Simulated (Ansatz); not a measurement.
We consider ScBeNO (model structure, started from the AlSiCN type, P3m1, No. 156, 4 atoms in the cell), described by PBE (PAW; Ansatz, a first-principles code).

Numerical settings: plane-wave cutoff 520 eV, 12×12×8 k mesh (along the axes of the cell as run), Fermi–Dirac smearing 0.01 eV, scalar-relativistic PAW data made under PBE.

Cell (relaxed with PBE-D3(BJ)):

```cif
data_BeNOSc
_chemical_formula_sum 'Sc1 Be1 O1 N1'
_space_group_name_H-M_alt 'P3m1'
_space_group_IT_number 156
_space_group_name_Hall 'P 3 -2"'
_cell_length_a 3.24825
_cell_length_b 3.24825
_cell_length_c 4.85457
_cell_angle_alpha 90.000
_cell_angle_beta 90.000
_cell_angle_gamma 120.000
loop_
_atom_site_label
_atom_site_type_symbol
_atom_site_symmetry_multiplicity
_atom_site_Wyckoff_symbol
_atom_site_fract_x
_atom_site_fract_y
_atom_site_fract_z
_atom_site_occupancy
Sc1 Sc 1 b 0.33333 0.66667 0.51760 1
Be1 Be 1 c 0.66667 0.33333 0.98597 1
O1 O 1 b 0.33333 0.66667 0.09251 1
N1 N 1 c 0.66667 0.33333 0.65390 1
```

Question: Estimate the band gap, smallest direct gap on the k points sampled and Γ–Γ gap that the calculation returns.

Answer: 
- band gap: 3.12 eV (indirect)
- smallest direct gap on the k points sampled: 3.43 eV
- Γ–Γ gap: 4.20 eV

Note: the relaxation could raise the start's symmetry but not lower it, so the cell can be a saddle point; cell and atoms aren't relaxed at this level (pressure 3.7 GPa).

The computed numbers hold no vibrational or temperature effects.

A model structure was made by putting elements into a prototype or built by hand; it is no filed structure, need not be a known phase, and can be a saddle point held by its symmetry.
